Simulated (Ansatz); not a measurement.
```xyz
18
Lattice="4.0750 0.0000 0.0000 -2.0375 3.5290 0.0000 0.0000 0.0000 29.4379" Properties=species:S:1:pos:R:3 pbc="T T T"
Si     0.0000     0.0000    -0.0611
Si     0.0000     0.0000     2.3079
Si     0.0000     2.3527     3.0277
Si     0.0000     2.3527     5.3967
Ge     2.0375     1.1763     6.1667
Ge     2.0375     1.1763     8.6635
Ge     0.0000     0.0000     9.4913
Ge     0.0000     0.0000    11.9839
Ge     0.0000     2.3527    12.8150
Ge     0.0000     2.3527    15.3090
Ge     2.0375     1.1763    16.1399
Ge     2.0375     1.1763    18.6336
Ge     0.0000     0.0000    19.4644
Ge     0.0000     0.0000    21.9585
Ge     0.0000     2.3527    22.7896
Ge     0.0000     2.3527    25.2822
Ge     2.0375     1.1763    26.1100
Ge     2.0375     1.1763    28.6067
```

All values below come from PBE (plane waves to 420 eV, PAW; Ansatz, a program for electronic structure). Spin–orbit coupling is left out; PBE gaps are too small against experiment. Its k-point mesh 9×9×1, Fermi–Dirac width 0.01 eV.

Q: This cell holds two materials in layers. Name them, and give its gap.

A: A (111) superlattice of 2 double layers of Si and 7 of Ge (both in the zinc blende type), in-plane lattice that of Ge; the cell holds Si4Ge14.
- strain of bulk Si held on this lattice, in plane and along the normal: +5.35 %, then -1.93 %
- PBE gap of the superlattice over the mesh and listed points off it: under 0.05 eV
